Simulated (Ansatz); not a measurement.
Consider MoS$_{2}$ in the 3R-MoS2 type structure (space group R3m, No. 160; layered, stacked along the Cartesian z axis).

```xyz
3
Lattice="1.5579 0.8994 5.7859 -1.5579 0.8994 5.7859 0.0000 -1.7989 5.7859" Properties=species:S:1:pos:R:3 pbc="T T T"
Mo     0.0000     0.0000     0.0007
S      0.0000     0.0000    13.1304
S      0.0000     0.0000    10.0118
```

Cartesian axes are those of the cell as printed.

Computed with PBEsol-D3(BJ) in Ansatz (plane waves to 420 eV, PAW, without spin-orbit coupling), earlier PAW set.

Base values:

The band gap comes out as 0.50 eV.

Modification: biaxial strain −3.39 %, plane normal [001], relaxed out of plane (Cartesian); in-plane vectors clamped, the third vector and the atoms free.

### Question
What does the calculation give for the out-of-plane strain, energy relative to the base and band gap after the change?

### Answer
The out-of-plane strain is +1.99 %; the energy rises by 38 meV/atom; the band gap increases by 0.11 eV (0.50 eV → 0.61 eV).

Whether these cells are dynamically stable was not tested.

Ansatz is an electronic-structure program.
